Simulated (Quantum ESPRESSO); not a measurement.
# Sensitivity of a calculation on La3Te4 (I-43d, 14 atoms in the cell) to its settings

```
La3Te4
1.0
   -4.80950     4.80950     4.80950
    4.80950    -4.80950     4.80950
    4.80950     4.80950    -4.80950
Te La
8 6
Cartesian
  0.79838   0.79838   0.79838
 -1.60637   1.60637   6.41587
 -0.79838   4.01112   0.79838
  6.41587  -1.60637   1.60637
  0.79838  -0.79838   4.01112
  3.20313   3.20313   3.20313
  4.01112   0.79838  -0.79838
  1.60637   6.41587  -1.60637
  3.60712   0.00000   2.40475
  2.40475   3.60712   0.00000
  1.20237   0.00000   7.21425
  7.21425   1.20237   0.00000
  0.00000   2.40475   3.60712
  0.00000   7.21425   1.20237
```

Base run A: PBEsol, GBRV 1.5 ultrasoft (PBESOL) pseudopotentials in Quantum ESPRESSO 7.5, self-consistent single point.

Its settings: ecutwfc = 40 Ry; ecutrho = 200 Ry; occupations = smearing; smearing = fd; degauss = 0.0099958 Ry; potentials = {Te: te_pbesol_v1.uspp.F.UPF, La: la_pbesol_v1.uspp.F.UPF}; K_POINTS = automatic 4 4 4 0 0 0; conv_thr = 1e-10 Ry.

The starting cell comes from a database of published, mostly measured structures (it also holds non-ambient and calculated ones), without a prior relaxation at this level.

ΔF is the free energy per atom less that of run A. A dash stands where there is no value to compare (another energy zero or no entropy term, no result, no spin, no clean gap, or a mesh too coarse for one). Absolute energies have different zeros for different potentials, functionals, Hubbard and dispersion terms and are not compared across them.

Run A gave: pressure (GPa) -1.66; largest force (eV/Å) 0.396; k-points 8.

Runs:
- B: lattice scaled by 0.97; ecutwfc: 40 Ry → 24 Ry; ecutrho: 200 Ry → 120 Ry
- C: K_POINTS: automatic 4 4 4 0 0 0 → automatic 3 3 3 0 0 0
- D: degauss: 0.0099958 Ry → 0.011025 Ry
- E: pseudopotentials: {Te: te_pbesol_v1.uspp.F.UPF, La: la_pbesol_v1.uspp.F.UPF} → {Te: te_pbe_v1.uspp.F.UPF, La: la_pbe_v1.uspp.F.UPF}; input_dft: default → vdw-df-obk8 [optB88-vdW]
- F: conv_thr: 1e-10 Ry → default

**Question.** What does run B change against A?

**Answer.** The free energy goes up by 21.5 meV/atom, the pressure goes from -1.66 to 4.23 GPa and the largest force goes from 0.396 to 0.431 eV/Å.

**Question.** What does run D change against A?

**Answer.** The free energy falls by 4.0 meV/atom, the pressure hardly changes (-1.66 to -1.64 GPa) and the largest force hardly changes (0.396 to 0.395 eV/Å).

**Question.** What does run E change against A?

**Answer.** The pressure goes from -1.66 to 1.21 GPa and the largest force goes from 0.396 to 0.490 eV/Å.

```
run  ΔF (meV/atom)  pressure (GPa)  largest force (eV/Å)  k-points
---  -------------  --------------  --------------------  --------
A             0.00           -1.66                 0.396         8
B             21.5            4.23                 0.431         8
C             0.20           -1.65                 0.392         4
D             -4.0           -1.64                 0.395         8
E                –            1.21                 0.490         8
F             0.00           -1.66                 0.396         8
```
